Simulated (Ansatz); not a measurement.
System: SrAlHO₂ (model structure, started from the SrVO2H type, P4/mmm, No. 123, 5 atoms in the cell). Method: LDA in Ansatz (plane waves, PAW).

From the output:

```
Crystal: 5 atoms, lattice volume = 52.096 Å³
Basis set: ecut = 520 eV, 1369 PW (Γ), exchange–correlation on 60×60×60 points (8 copies of the dense FFT grid, shifted against one another)
Bands: 18, of which v1, the nominal top of the filled ones, is band 13 counted from 1 (12 counted from 0)
Symmetry: 16 space group operations
Space group: P4/mmm (ITA 123), of the structure as read, at distance tolerance 3.7e-5 Å
k-points: 126 of 1000
Functional: x = slater, c = lda
SCF iter   1: F=—  HF=-5090.261171 eV  |F-HF|=—  |Δ(HF+E_count)|=         —  Δρ=1.42e-2  dr2=8.73e-2
SCF iter   2: F=—  HF=-5090.236946 eV  |F-HF|=—  |Δ(HF+E_count)|=   2.42e-2  Δρ=4.49e-3  dr2=4.64e-3
  ...
SCF iter   7: F=—  HF=-5090.235219 eV  |F-HF|=—  |Δ(HF+E_count)|=   1.08e-6  Δρ=4.66e-6  dr2=1.23e-8
SCF iter   8: F=-5090.235219 eV  HF=-5090.235219 eV  |F-HF|=1.90e-10  |Δ(HF+E_count)|=   3.31e-9  Δρ=6.84e-7  dr2=2.19e-10
SCF 1 converged in 8 iterations: F = -5090.235219 eV  dr2 = 2.19e-10
SCF converged after 8 iterations
Free energy (F): -5090.235219 eV
Internal energy: -5090.235219 eV  (E = F + TS)
E sigma→0 (E₀):  -5090.235219 eV
Fermi energy:    10.530232 eV
--- Forces (eV/Å), atoms counted from 1 ---
  atom   1  Sr     0.00000000     0.00000000     0.00000000
  atom   2  Al    -0.00000000     0.00000000     0.00000000
  atom   3  O     -0.00000000    -0.00000000     0.00000000
  atom   4  O      0.00000000     0.00000000     0.00000000
  atom   5  H      0.00000000     0.00000000     0.00000000
--- Stress (GPa, compression-positive) ---
       -4.994574       0.000000       0.000000
        0.000000      -4.994574       0.000000
        0.000000       0.000000      -3.879391
  P = ⅓ Tr σ = -4.6228 GPa (-46.228 kbar)
```

Problem. Write an input file that could have produced this run (the log leaves some choices open).

Solution. One answer among several that fit: 
Ansatz 0.2 input:
```yaml
crystal:
  lattice:
    - [3.773867509, 0.0, 0.0]
    - [0.0, 3.773867509, 0.0]
    - [0.0, 0.0, 3.6578704905]
  atoms:
    - { symbol: Sr, position: [0.5, 0.5, 0.5] }
    - { symbol: Al, position: [0.0, 0.0, 0.0] }
    - { symbol: O, position: [0.5, 0.0, 0.0] }
    - { symbol: O, position: [0.0, 0.5, 0.0] }
    - { symbol: H, position: [0.0, 0.0, 0.5] }
basis:
  ecutwfc: 520
  ecutrho_ratio: 4
  xc_grid: 2
kpoints:
  mp_grid: { grid: [10, 10, 10] }
  band_path:
    path:
      - [0.0, 0.0, 0.0]
      - [0.0, 0.0625, 0.0]
      - [0.0, 0.125, 0.0]
      - [0.0, 0.1875, 0.0]
      - [0.0, 0.25, 0.0]
      - [0.0, 0.3125, 0.0]
      - [0.0, 0.375, 0.0]
      - [0.0, 0.4375, 0.0]
      - [0.0, 0.5, 0.0]
      - [0.0625, 0.5, 0.0]
      - [0.125, 0.5, 0.0]
      - [0.1875, 0.5, 0.0]
      - [0.25, 0.5, 0.0]
      - [0.3125, 0.5, 0.0]
      - [0.375, 0.5, 0.0]
      - [0.4375, 0.5, 0.0]
      - [0.5, 0.5, 0.0]
      - [0.458333, 0.458333, 0.0]
      - [0.416667, 0.416667, 0.0]
      - [0.375, 0.375, 0.0]
      - [0.333333, 0.333333, 0.0]
      - [0.291667, 0.291667, 0.0]
      - [0.25, 0.25, 0.0]
      - [0.208333, 0.208333, 0.0]
      - [0.166667, 0.166667, 0.0]
      - [0.125, 0.125, 0.0]
      - [0.083333, 0.083333, 0.0]
      - [0.041667, 0.041667, 0.0]
      - [0.0, 0.0, 0.0625]
      - [0.0, 0.0, 0.125]
      - [0.0, 0.0, 0.1875]
      - [0.0, 0.0, 0.25]
      - [0.0, 0.0, 0.3125]
      - [0.0, 0.0, 0.375]
      - [0.0, 0.0, 0.4375]
      - [0.0, 0.0, 0.5]
      - [0.0, 0.0625, 0.5]
      - [0.0, 0.125, 0.5]
      - [0.0, 0.1875, 0.5]
      - [0.0, 0.25, 0.5]
      - [0.0, 0.3125, 0.5]
      - [0.0, 0.375, 0.5]
      - [0.0, 0.4375, 0.5]
      - [0.0, 0.5, 0.5]
      - [0.0625, 0.5, 0.5]
      - [0.125, 0.5, 0.5]
      - [0.1875, 0.5, 0.5]
      - [0.25, 0.5, 0.5]
      - [0.3125, 0.5, 0.5]
      - [0.375, 0.5, 0.5]
      - [0.4375, 0.5, 0.5]
      - [0.5, 0.5, 0.5]
      - [0.458333, 0.458333, 0.5]
      - [0.416667, 0.416667, 0.5]
      - [0.375, 0.375, 0.5]
      - [0.333333, 0.333333, 0.5]
      - [0.291667, 0.291667, 0.5]
      - [0.25, 0.25, 0.5]
      - [0.208333, 0.208333, 0.5]
      - [0.166667, 0.166667, 0.5]
      - [0.125, 0.125, 0.5]
      - [0.083333, 0.083333, 0.5]
      - [0.041667, 0.041667, 0.5]
      - [0.0, 0.5, 0.0625]
      - [0.0, 0.5, 0.125]
      - [0.0, 0.5, 0.1875]
      - [0.0, 0.5, 0.25]
      - [0.0, 0.5, 0.3125]
      - [0.0, 0.5, 0.375]
      - [0.0, 0.5, 0.4375]
      - [0.5, 0.5, 0.0625]
      - [0.5, 0.5, 0.125]
      - [0.5, 0.5, 0.1875]
      - [0.5, 0.5, 0.25]
      - [0.5, 0.5, 0.3125]
      - [0.5, 0.5, 0.375]
      - [0.5, 0.5, 0.4375]
    npoints: 1
hamiltonian:
  xc: lda
  dispersion: none
  pseudopotentials: { kind: paw }
scf:
  occupations: { method: fermi_dirac, width: 0.01 }
  convergence: { dr2_threshold: 0.0000000005 }
output:
  forces: true
  stress: true
  eigenvalues: true
  write_bands: true
```

The PAW data were made under PBE.

Note: the relaxation could raise the start's symmetry but not lower it, so the cell can be a saddle point. Note: cell and atoms aren't relaxed at this level (pressure -4.6 GPa).

A model structure was made by putting elements into a prototype or built by hand; it is no filed structure, need not be a known phase, and can be a saddle point held by its symmetry.

Ansatz is a first-principles code.
